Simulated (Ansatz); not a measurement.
Start from Pd in the fcc (Cu type) structure (space group Fm-3m, No. 225).

```
Pd
1.0
    0.00000     1.93787     1.93787
    1.93787     0.00000     1.93787
    1.93787     1.93787     0.00000
Pd
1
Direct
  0.00000   0.00000   0.00000
```

Cartesian axes are those of the cell as printed.

Calculations: PBEsol/PAW in Ansatz (an electronic-structure program), no spin-orbit coupling.

Base values:

- Pressure: 0.0 GPa
- Shortest interatomic distance: 2.741 Å

Modification: biaxial strain +4.20 %, plane normal [110], relaxed out of plane (Cartesian); in-plane vectors clamped, the third vector and the atoms free.

Estimate the effect on the energy relative to the base.

The energy rises by 45 meV/atom.

Estimate the effect on the pressure.

The pressure (mean of the normal stresses, compression positive) goes from zero to -7.7 GPa.

Estimate the effect on the shortest interatomic distance.

The shortest interatomic distance decreases by 0.0911 Å (2.741 Å → 2.649 Å).

A biaxial case was relaxed in a doubled cell and then solved in the primitive one. Without a gap, meshes like the base's 21×21×21 leave anisotropic stresses uncertain by several tenths of a GPa, and small strain energies with them. No phonon test of stability was made. The final runs are not spin-polarised. Pd lies near a magnetic instability that expansion can trigger; it was not tested.
